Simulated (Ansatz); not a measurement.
# A computed series for BeS: response to strain

Consider BeS in the zinc blende structure (space group F-43m, No. 216; a = 4.869 Å). Axes: x, y, z lie along the cube axes.

Strains are applied to the cell and any free atomic positions relax.

All numbers come from Ansatz (a program for electronic structure) r2SCAN, scalar-relativistic without spin-orbit coupling.

Notes on the quantities. pressure: mean of the normal stresses, compression positive.

```
change                          smallest direct gap   pressure  volume per atom  band gap
------------------------------  -------------------  ---------  ---------------  --------
base                                        6.22 eV   0.00 GPa         14.43 Å³   3.59 eV
uniaxial strain ε_zz = +0.50 %              6.22 eV  -0.48 GPa         14.50 Å³       [?]
uniaxial strain ε_zz = +1.00 %              6.21 eV        [?]         14.57 Å³   3.57 eV
uniaxial strain ε_zz = +1.50 %              6.18 eV  -1.42 GPa         14.64 Å³   3.56 eV
uniaxial strain ε_zz = +2.00 %              6.16 eV  -1.87 GPa         14.71 Å³   3.54 eV
uniaxial strain ε_zz = +2.50 %              6.14 eV  -2.31 GPa         14.79 Å³   3.53 eV
uniaxial strain ε_zz = +3.00 %              6.11 eV  -2.74 GPa         14.86 Å³   3.52 eV
```

What belongs in the blanks?


- uniaxial strain ε_zz = +0.50 %, band gap: 3.58 eV
- uniaxial strain ε_zz = +1.00 %, pressure: -0.96 GPa

Stability against distortions was not tested.
